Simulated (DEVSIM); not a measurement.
Structure: abrupt Ge n-p junction, at 400 K.

```
layer (left to right)  material  thickness (μm)  Nd (cm⁻³)  Na (cm⁻³)  τn (s)  τp (s)
---------------------  --------  --------------  ---------  ---------  ------  ------
1                            Ge           0.700     3.5e18          -    2e-7    2e-7
2                            Ge           0.680          -       2e17    2e-7    2e-7
```

Left contact: ohmic. Right contact: ohmic. Voltage is applied to the left contact. Recombination: SRH at mid-gap, radiative. Mobility is μmin + (μ − μmin)/(1 + (N/Nref)^α).

This is a model device: material constants are rounded textbook-type values typed into the input, and sizes, dopings and lifetimes were drawn at random. Values at 300 K; Nc and Nv go as T^1.5, mobilities as T to minus their exponent, the gap by Varshni's rule with the affinity fixed. The table also holds parameters that only a changed run uses.

```csv
parameter,Ge
gap (eV),0.664
affinity (eV),4
permittivity,16
Nc (cm⁻³),1.04e19
Nv (cm⁻³),6e18
μn (cm²/Vs),3900
μp (cm²/Vs),1900
"μn,min",150
"μp,min",100
"Nref,n",2.6e17
"Nref,p",4e17
αn,0.56
αp,0.6
T exponent of μn,1.66
T exponent of μp,2.33
B (cm³/s),6.4e-14
Cn (cm⁶/s),1e-31
Cp (cm⁶/s),1e-31
Varshni α (eV/K),0.000477
Varshni β (K),235
```

Simulated with DEVSIM: 1D drift-diffusion, Boltzmann statistics, complete ionisation; no tunnelling, impact ionisation, image-force lowering or self-heating.

Base results: dark forward voltage at 100 A/cm² (V) 0.153; largest field in the device at zero bias (V/cm) 150000; potential step across the device at zero bias (V) 0.440.

### Question
What follows from this one change: doping Nd of layer 1 3.5e+18 → 1e+17 cm^-3?

### Answer
dark forward voltage at 100 A/cm² 0.153 → 0.131 V; largest field in the device at zero bias 150000 → 62000 V/cm; potential step across the device at zero bias 0.440 → 0.317 V.

### Question
What follows from this one change: thickness of layer 2 0.68 → 3.4 μm?

### Answer
dark forward voltage at 100 A/cm² 0.153 → 0.208 V; largest field in the device at zero bias little changed (150000 V/cm); potential step across the device at zero bias little changed (0.440 V).

### Question
What follows from this one change: constant mobility in place of the doping-dependent one?

### Answer
dark forward voltage at 100 A/cm² 0.153 → 0.133 V; largest field in the device at zero bias little changed (150000 V/cm); potential step across the device at zero bias little changed (0.440 V).
